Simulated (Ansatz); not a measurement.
Base system: ZrCu₅ (space group F-43m, No. 216; a = 6.7886 Å).

All numbers come from DFT with PBEsol, PAW potentials and a 420 eV plane-wave cutoff in Ansatz (a quantum-chemistry and plane-wave program), scalar-relativistic without spin-orbit coupling.

Base values:

- Volume per atom: 13.04 Å³

The change: cell and atoms relaxed at a pressure of 3 GPa.

Q: How does this affect the volume per atom?

A: The volume per atom shrinks by 0.233 Å³ (13.04 Å³ → 12.80 Å³).

Load acts through the strain it causes; cell and atoms are relaxed under it. No phonon test of stability was made. The final runs are not spin-polarised.
